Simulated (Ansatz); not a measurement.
Given:

```
CELL_PARAMETERS angstrom
      0.00000     3.15180     3.39990
      3.15180     0.00000     3.39990
      3.15180     3.15180     0.00000
ATOMIC_POSITIONS crystal
  Sn 0.00000 0.00000 0.00000
  Sn 0.25000 0.25000 0.25000
```

These are PBE with spin-orbit coupling, rigid bands (plane waves, PAW; Ansatz, an electronic-structure program) values and carry that method's errors. Condition of this run: biaxial stress in (001) of 2.4 GPa (compression positive) (the target of the relaxation). Geometry: cell and atoms relaxed with PBEsol, then loaded as said.

### Question
Is this a good metal at this level?

### Answer
No. No gap is resolved, and few carriers conduct, as in a semimetal or a zero-gap semiconductor. N(E_F) = 0.138 states/eV a cell at 300 K and the Drude plasma energy along the best axis is 1.49 eV, several times under that of a simple or noble metal.
